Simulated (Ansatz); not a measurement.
A 32-atom cell of In(As,Sb) started in the zinc blende structure, site fractions As 0.500, Sb 0.500, short-range order -0.04 in the first shell of the mixed sites (0 is random, a negative value favours unlike neighbours), space group P1 at the end. The mixed sublattice has 16 sites.

The mixing enthalpy is taken against the end members in the zinc blende type, relaxed in the same cell and mesh.

Level of theory: PBE (plane waves to 420 eV, PAW; Ansatz, a first-principles code). Scalar-relativistic, without spin–orbit coupling; with elements this heavy it can move edges by tenths of an eV. Its k-point mesh 3×3×3, Fermi–Dirac width 0.01 eV.

```json
[
 {"cell": "InAs", "energy at zero smearing (eV)": "-167271.493"},
 {"cell": "InSb", "energy at zero smearing (eV)": "-193321.396"},
 {"cell": "In2AsSb", "energy at zero smearing (eV)": "-180295.998"}
]
```

### Question
Work out the mixing enthalpy per mixed site and the interaction parameter Ω of a regular solution.

### Answer
With x = 8/16 of the second end member, ΔH = [-180295.998 − 8/16 × (-167271.493) − 8/16 × (-193321.396)] / 16 = 28 meV against the separate end members. Ω = ΔH / x(1 − x) = 112 meV, which puts the top of the miscibility gap of this model at Ω / 2k = 650 K.
